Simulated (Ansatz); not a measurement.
composition Si15P, cell Si60P4, brought to this temperature after a much hotter stage [in the run: it was liquid; mean temperature 1887 K (target 1840 K); density 2.47 g/cm³; one k-point, which a denser mesh shifts by 0.1 GPa in pressure and 0.10 eV/Å in forces]. The solute's share, one atom in sixteen, is far above doping levels in devices. Bonds are counted up to P-P 2.82 Å, P-Si 2.94 Å, Si-Si 3.26 Å.

What distribution of P-Si-Si angles does PBE (Ansatz, an electronic-structure program) give?

mean 99°, standard deviation 32°.
```tsv
angle (°)	p (1/°)
1.5	0.0000
4.5	0.0000
7.5	0.0000
10.5	0.0000
13.5	0.0000
16.5	0.0000
19.5	0.0000
22.5	0.0000
25.5	0.0000
28.5	0.0000
31.5	0.0000
34.5	0.0000
37.5	0.0000
40.5	0.0006
43.5	0.0027
46.5	0.0059
49.5	0.0083
52.5	0.0087
55.5	0.0089
58.5	0.0076
61.5	0.0075
64.5	0.0069
67.5	0.0080
70.5	0.0079
73.5	0.0097
76.5	0.0095
79.5	0.0105
82.5	0.0125
85.5	0.0116
88.5	0.0130
91.5	0.0119
94.5	0.0120
97.5	0.0111
100.5	0.0123
103.5	0.0112
106.5	0.0102
109.5	0.0098
112.5	0.0095
115.5	0.0087
118.5	0.0077
121.5	0.0077
124.5	0.0073
127.5	0.0067
130.5	0.0069
133.5	0.0067
136.5	0.0062
139.5	0.0062
142.5	0.0054
145.5	0.0057
148.5	0.0051
151.5	0.0043
154.5	0.0041
157.5	0.0041
160.5	0.0027
163.5	0.0030
166.5	0.0027
169.5	0.0019
172.5	0.0014
175.5	0.0008
178.5	0.0003
```
